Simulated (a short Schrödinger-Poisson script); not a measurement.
# MOS inversion layer, SiO2 on p-type Ge(100)

Structure: MOS inversion layer, SiO2 on p-type Ge(100), at 400 K.

| layer | material | thickness (nm) | Na (cm⁻³) |
|---|---|---|---|
| 1 | SiO2 | 2.6 | - |
| 2 | Ge | 1400 | 8.7e16 |

Constants are typed, rounded textbook-type inputs, not results; the design itself was drawn at random and stands for no fabricated device. SiO2: permittivity 3.9, conduction-band edge (eV) 3.1, gap (eV) 9, electron mass (mₑ) 0.5. Ge: permittivity 16, conduction-band edge (eV) 0, gap (eV) 0.664, Nv at 300 K (cm⁻³) 6e18.

Channel valleys (confinement mass, in-plane density-of-states mass, number): L4 0.12, 0.295, 4. At the gate the conduction-band edge of layer 1 lies 3.17 eV − eVg above the Fermi level of the channel; the field vanishes at the back. Gaps are held at their typed values at every temperature. Mesh 0.03 nm at interfaces.

Solved with a short Schrödinger-Poisson script written for these runs: 1D Poisson equation in equilibrium, electrons quantum, Hartree (BenDaniel-Duke, 12 states a valley, the channel's in-plane mass for all, wave functions free to enter the dielectric), parabolic valleys, classical holes, full ionisation, no traps, pinning or gate leakage.

```tsv
Vg (V)	electrons (cm⁻²)	C (μF/cm²)	L4 E0 (meV)	L4 E1 (meV)
-0.4	1.02e9	0.421	494.4	501.9
-0.3	1.11e9	0.289	439.9	461.7
-0.2	1.70e9	0.220	369.7	401.4
-0.1	6.63e9	0.195	292.8	331.4
0	4.77e10	0.278	216.6	260.8
0.1	2.41e11	0.549	157.8	207.5
0.2	6.28e11	0.762	122.5	178.0
0.3	1.13e12	0.877	100.5	161.6
0.4	1.69e12	0.945	85.0	151.2
0.5	2.29e12	0.991	73.1	144.1
0.6	2.92e12	1.02	63.6	138.9
0.7	3.56e12	1.05	55.5	135.0
0.8	4.22e12	1.07	48.6	131.8
0.9	4.89e12	1.08	42.5	129.3
1	5.57e12	1.10	37.0	127.2
1.1	6.26e12	1.11	32.0	125.5
1.2	6.96e12	1.12	27.4	124.0
1.3	7.66e12	1.13	23.2	122.7
1.4	8.36e12	1.13	19.2	121.6
1.5	9.07e12	1.14	15.5	120.7
1.6	9.79e12	1.15	11.9	119.8
```

Subbands count from the Fermi level.

Only the L valleys are kept; under strong confinement the Δ valleys of Ge fill too.
